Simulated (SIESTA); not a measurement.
Band structure of Ni3Fe (Pm-3m, 4 atoms in the cell).

```
CELL_PARAMETERS angstrom
      3.58763     0.00000     0.00000
      0.00000     3.58763     0.00000
      0.00000     0.00000     3.58763
ATOMIC_POSITIONS crystal
  Fe 0.00000 0.00000 0.00000
  Ni 0.00000 0.50000 0.50000
  Ni 0.50000 0.00000 0.50000
  Ni 0.50000 0.50000 0.00000
```
Moments meant for the start (each program seeds them in its own way; μB, in the order of the atoms Fe Ni Ni Ni): 3.0 0.5 0.5 0.5.

Level of theory: GGA PBE, numerical atomic orbitals DZP, PseudoDojo PBE standard norm-conserving potentials (rewritten from UPF to PSML) (SIESTA).

Settings: XC.functional = GGA; XC.authors = PBE; potentials = PseudoDojo PBE standard; PAO.BasisSize = DZP; PAO.EnergyShift = 0.01 Ry; MeshCutoff = 400 Ry; kgrid.MonkhorstPack = 7 7 7; OccupationFunction = FD; ElectronicTemperature = 50 meV; Spin = polarized; DM.InitSpin = [1 +3.00, 2 +0.50, 3 +0.50, 4 +0.50]; MaxSCFIterations = 150; SCF.Mixer.Method = Broyden; SCF.Mixer.Weight = 0.1.

The starting cell has typed, rounded lattice constants, without a prior relaxation at this level. Its lattice was rescaled by a random factor within 2.5 % of one. The magnetic order is the one reached from the typed start; others were not searched systematically. Values carry the incompleteness of an atom-centred basis.

Levels in eV from the Fermi level, bands 34 to 39 of the first spin channel:
```
point     34     35     36     37     38     39
-----  -----  -----  -----  -----  -----  -----
Γ      -0.85  -0.72  -0.72  -0.72   2.02   2.02
X      -1.54  -1.49  -1.07  -0.85  -0.72   7.26
M      -1.79  -1.56  -1.48   0.59   0.60   0.60
R      -0.88  -0.88  -0.88  -0.67  -0.67  -0.67
```

Bands cross the Fermi level along this path, so the cell is metallic at this level.

Higher empty bands are left out: an atom-centred basis made for the valence describes them poorly.

The net moment of the cell came out as 5.03 μB.
